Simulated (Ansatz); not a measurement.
Amorphous Hf$_{18}$O$_{37}$Sr, 56 atoms at 8.87 g/cm³, one PBE-relaxed geometry, zone centre. Methods: PBE, scalar-relativistic without spin-orbit coupling (Ansatz, an electronic-structure program); r2SCAN, scalar-relativistic without spin-orbit coupling (Ansatz); HSE06, scalar-relativistic without spin-orbit coupling (Ansatz). Plane waves to 420 eV (r2SCAN 500 eV); exact exchange is cut at the cell's faces. At PBE the levels at the filled edge of the gap are localised (band-tail or defect states). All rungs ran without spin polarisation.

A CHGNet melt-quench gave the starting glass, which DFT then relaxed. O atoms were pushed apart under 1.9 Å during the dynamics, to hinder bonds among them. The hot cell started wider than the set density and was brought back towards it in steps. It is the lowest in DFT energy of 2 quenches. It is a model cell: composition and starting density were chosen by hand, and all elements were melted together. No dispersion term was used. Its density started from a set value of 8.83 and ended at 8.87 g/cm³. The simulated quench (nominally 450 K/ps over its main leg) is rapid and tends to freeze in more defects than a deposited or slowly cooled glass has. A cell of this size samples the disorder only roughly. Volume and shape were free in the relaxation.

The relaxation ran on the zone centre alone. At PBE the level gap is 3.83 eV on a 2×2×2 Γ-centred mesh, and the spacing at the zone centre alone 3.90 eV.

### Question
What zone-centre spacing does r2SCAN give, roughly?

### Answer
4.38 eV (+0.48 eV against PBE).

### Question
What zone-centre spacing does HSE06 give, roughly?

### Answer
5.51 eV (+1.61 eV against PBE).

The highest filled and the lowest empty state spread over these numbers of atoms (participation numbers): PBE: 8.2 and 13.0; r2SCAN: 7.6 and 12.8; HSE06: 8.3 and 14.2.
